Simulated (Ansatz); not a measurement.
NaCl under a change: Na → Li

Consider NaCl in the rock salt structure (space group Fm-3m, No. 225; a = 5.608 Å).

It is then changed as follows: every Na is replaced by Li, then cell and atoms are relaxed.

Method: Ansatz (an electronic-structure program), r2SCAN, PAW, cutoff 500 eV, spin-orbit coupling left out. k-mesh 11×11×11 (Γ-centred); smearing 0.05 eV (Fermi–Dirac), for the changed cell.

| quantity | base | changed | shift |
|---|---|---|---|
| volume per atom | 22.04 Å³ | 16.70 Å³ | -5.34 Å³ |
| density | 2.20 g/cm³ | 2.11 g/cm³ | -0.09 g/cm³ |
| lattice parameter a | 560.8 pm | 511.2 pm | -49.53 pm |
| space group | Fm-3m (No. 225) | Fm-3m (No. 225) | – |
| shortest interatomic distance | 280.4 pm | 255.6 pm | -24.8 pm |
| band gap | 5.97 eV | 7.29 eV | +1.32 eV |
| gap character | direct at Γ | direct at Γ | – |
| electron mass | 0.40 mₑ (at Γ) | 0.47 mₑ (at Γ) | – |

Final structure:

```xyz
2
Lattice="0.0000 2.5562 2.5562 2.5562 0.0000 2.5562 2.5562 2.5562 0.0000" Properties=species:S:1:pos:R:3 pbc="T T T"
Li     0.0000     0.0000     0.0000
Cl     2.5562     2.5562     2.5562
```

Cost of the whole job for the changed cell (relaxation, final SCF and bands): very roughly 21 core-seconds.

Masses are band curvatures over ±0.01 Å⁻¹ around the edge. Stability against distortions was not tested.
